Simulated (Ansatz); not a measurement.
**What tensor shear ε_xz = +0.57 % does to Ru**

The reference is Ru in the hcp (Mg type) structure (space group P6_3/mmc, No. 194; a = 2.691 Å, c = 4.249 Å; relaxed with 0.1 eV smearing). Axes: x lies along a and z along c of the hexagonal cell.

The change: tensor shear ε_xz = +0.57 % (engineering shear γ = 0.0114), atoms relaxed at fixed cell.

Level of theory: Ansatz (an electronic-structure program), PBEsol, PAW, cutoff 420 eV, without spin-orbit coupling. Γ-centred 25×25×14 mesh, Fermi–Dirac width 0.1 eV.

The space group becomes C2/c (No. 15) (base: P6_3/mmc (No. 194)) and the energy increases by 1.1 meV/atom. The pressure (mean of the normal stresses, compression positive) is still 0.0 GPa and the band gap stays zero. The stress (xx, yy, zz, yz, xz, xy; compression positive) is (0.0, 0.0, 0.1, 0.0, -2.3, 0.0) GPa.

The cells carry an imposed strain or load. No phonon test of stability was made. The final runs are not spin-polarised.
